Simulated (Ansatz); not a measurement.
The cell is built on a prototype and need not be the phase stable at ambient conditions.

The decay constant κ of evanescent states in the gap governs leakage through a thin film.

```
SnO2
1.0
    5.05746     0.00000     0.00000
    0.00000     5.45644     0.00000
    2.52873     0.00000     2.52873
Sn O
2 4
Cartesian
  0.00000   0.00000   0.00000
  2.52873   2.72822   0.00000
  1.26436   0.98340   1.26436
  1.26436   3.71162   1.26436
  3.79309   1.74482   1.26436
  3.79309   4.47305   1.26436
```

Space group of this cell: P4_2/nmc. The cell was relaxed by PBE-D3(BJ); by r2SCAN its mean pressure is -5.0 GPa.

Transport runs along the normal of the first two printed cell vectors.

No gap correction and no spin-orbit coupling; mid-gap values are interpolated between computed energies.

Q: State the band gap and the smallest decay constant κ at mid-gap according to r2SCAN (Ansatz, a first-principles code).

A: Gap 1.43 eV on a 12×6×12 mesh; κ = 0.138 1/Å, at the zone centre.
